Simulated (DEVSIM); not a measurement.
System: Mo/SiO2/p-Si capacitor, at 300 K.

```csv
layer (left to right),material,thickness (nm),Na (cm⁻³)
1,SiO2,2.30,-
2,Si,1700,1.1e17
```

Metal gate on the left, work function 4.6 eV. Fixed charge at the semiconductor interface 9.7e10 cm⁻² (in units of +e); interface traps 1e10 cm⁻² eV⁻¹, uniform in energy, neutral level at 0.3 of the gap above the valence band.

Constants are typed, rounded textbook-type inputs, not results; the design itself was drawn at random and stands for no fabricated device. Values at 300 K.

```tsv
parameter	SiO2	Si
gap (eV)	9	1.124
affinity (eV)	0.9	4.05
permittivity	3.9	11.7
Nc (cm⁻³)	-	2.86e19
Nv (cm⁻³)	-	3.1e19
```

Simulated with DEVSIM: 1D Poisson equation in equilibrium, Boltzmann statistics, complete ionisation; no quantum confinement or tunnelling. Metal contacts follow the ideal Schottky-Mott rule: no Fermi-level pinning, no interface dipoles.

### Question
Tabulate band edges, carrier densities and field at 0.2 V on the gate.

### Answer
Energies count from the Fermi level of the right contact; mesh points crowd at the junctions.

| x (μm) | Ec (eV) | Ev (eV) | n (cm⁻³) | p (cm⁻³) | field (V/cm) |
|---|---|---|---|---|---|
| 0.000 | 3.500 | -5.500 | < 1e2 | < 1e2 | 360000 |
| 0.0007887 | 3.528 | -5.472 | < 1e2 | < 1e2 | 360000 |
| 0.001497 | 3.553 | -5.447 | < 1e2 | < 1e2 | 360000 |
| 0.002285 | 3.581 | -5.419 | < 1e2 | < 1e2 | 270000 |
| 0.003846 | 0.452 | -0.672 | 7.3e11 | 1.6e8 | 130000 |
| 0.006291 | 0.483 | -0.641 | 2.2e11 | 5.4e8 | 130000 |
| 0.01128 | 0.544 | -0.580 | 2.0e10 | 5.7e9 | 120000 |
| 0.02559 | 0.696 | -0.428 | 5.9e7 | 2.0e12 | 93000 |
| 0.04927 | 0.869 | -0.255 | 71000 | 1.6e15 | 53000 |
| 0.09270 | 0.972 | -0.152 | 1300 | 8.7e16 | 4800 |
| 0.1814 | 0.978 | -0.146 | 1100 | 1.1e17 | ≈ 0 |
| 0.4357 | 0.978 | -0.146 | 1100 | 1.1e17 | ≈ 0 |
| 0.8280 | 0.978 | -0.146 | 1100 | 1.1e17 | ≈ 0 |
| 1.256 | 0.978 | -0.146 | 1100 | 1.1e17 | ≈ 0 |
| 1.518 | 0.978 | -0.146 | 1100 | 1.1e17 | ≈ 0 |
| 1.609 | 0.978 | -0.146 | 1100 | 1.1e17 | ≈ 0 |
| 1.654 | 0.978 | -0.146 | 1100 | 1.1e17 | ≈ 0 |
| 1.678 | 0.978 | -0.146 | 1100 | 1.1e17 | ≈ 0 |
| 1.693 | 0.978 | -0.146 | 1100 | 1.1e17 | ≈ 0 |
| 1.698 | 0.978 | -0.146 | 1100 | 1.1e17 | ≈ 0 |
| 1.701 | 0.978 | -0.146 | 1100 | 1.1e17 | ≈ 0 |
| 1.702 | 0.978 | -0.146 | 1100 | 1.1e17 | ≈ 0 |
